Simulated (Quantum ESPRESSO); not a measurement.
A self-consistent single point of Zr (P6_3/mmc, 4 atoms in the cell) with Quantum ESPRESSO.

Method of the run: LDA (PZ), GBRV 1.5 ultrasoft (LDA) pseudopotentials (plane waves; Quantum ESPRESSO).

```
Zr
1.0
    3.18530     0.00000     0.00000
   -1.59265     2.75855     0.00000
    0.00000     0.00000    10.24871
Zr
4
Cartesian
  0.00000   0.00000   0.00000
  0.00000   0.00000   5.12436
  0.00000   1.83903   2.56218
  1.59265   0.91952   7.68653
```

Reference input (self-consistent single point, DFT, LDA (PZ), plane waves, GBRV 1.5 ultrasoft (LDA) pseudopotentials): ecutwfc = 40 Ry; ecutrho = 320 Ry; occupations = smearing; smearing = gauss; degauss = 0.0147 Ry; potentials = {Zr: zr_lda_v1.uspp.F.UPF}; K_POINTS = automatic 10 10 3 0 0 0; conv_thr = 1e-11 Ry; mixing_beta = 0.5. This run's input differs from it in these lines:

```diff
@@ -18,3 +18,3 @@
    smearing = 'gauss',
-   degauss = 0.0147,
+   degauss = 0.02205,
 /
@@ -32,3 +32,3 @@
 K_POINTS {automatic}
-10 10 3  0 0 0
+8 8 3  0 0 0
```

Log, with long lists cut:

```
     Self-consistent Calculation

     iteration #  1     ecut=    40.00 Ry     beta= 0.50

     Threshold (ethr) on eigenvalues was too large:
     Diagonalizing with lowered threshold

     negative rho (up, down):  2.477E-01 0.000E+00

     total energy              =    -397.17210935 Ry
     estimated scf accuracy    <       0.05790328 Ry

     iteration #  2     ecut=    40.00 Ry     beta= 0.50

     negative rho (up, down):  2.490E-01 0.000E+00

     total energy              =    -397.17027653 Ry
     estimated scf accuracy    <       0.02132793 Ry

     iteration #  3     ecut=    40.00 Ry     beta= 0.50

     negative rho (up, down):  2.500E-01 0.000E+00

     total energy              =    -397.16785654 Ry
     estimated scf accuracy    <       0.11170009 Ry

   [... 6 blocks of this kind left out ...]

     iteration # 10     ecut=    40.00 Ry     beta= 0.50

     negative rho (up, down):  2.506E-01 0.000E+00

     total energy              =    -397.17869105 Ry
     estimated scf accuracy    <          8.8E-10 Ry

     iteration # 11     ecut=    40.00 Ry     beta= 0.50

     negative rho (up, down):  2.506E-01 0.000E+00
     End of self-consistent calculation

     the Fermi energy is    14.3597 ev

!    total energy              =    -397.17869105 Ry
     estimated scf accuracy    <          5.3E-12 Ry
     smearing contrib. (-TS)   =      -0.02146812 Ry
     internal energy E=F+TS    =    -397.15722292 Ry

     convergence has been achieved in  11 iterations

     negative rho (up, down):  2.506E-01 0.000E+00

     Forces acting on atoms (cartesian axes, Ry/au):

     atom    1 type  1   force =     0.00000000   -0.00000000    0.00000000
   [... zero for the other atoms too ...]

     Total force =     0.000000     Total SCF correction =     0.000000

     negative rho (up, down):  2.506E-01 0.000E+00
          total   stress  (Ry/bohr**3)                   (kbar)     P=      -29.67
  -0.00022698   0.00000000   0.00000000          -33.39        0.00        0.00
   0.00000000  -0.00022698   0.00000000            0.00      -33.39        0.00
   0.00000000   0.00000000  -0.00015116            0.00        0.00      -22.24

   JOB DONE.
```

The run converged in 11 iterations. Against the reference run the free energy drops by 14.5 meV/atom and the pressure goes from -3.21 to -2.97 GPa.

The starting cell was generated: these elements placed on a structure prototype, without a prior relaxation; it need not be a known phase or ordering of this composition. Its lattice was rescaled by a random factor within 2.5 % of one.

Cost on one core of a shared machine: roughly 40 s.
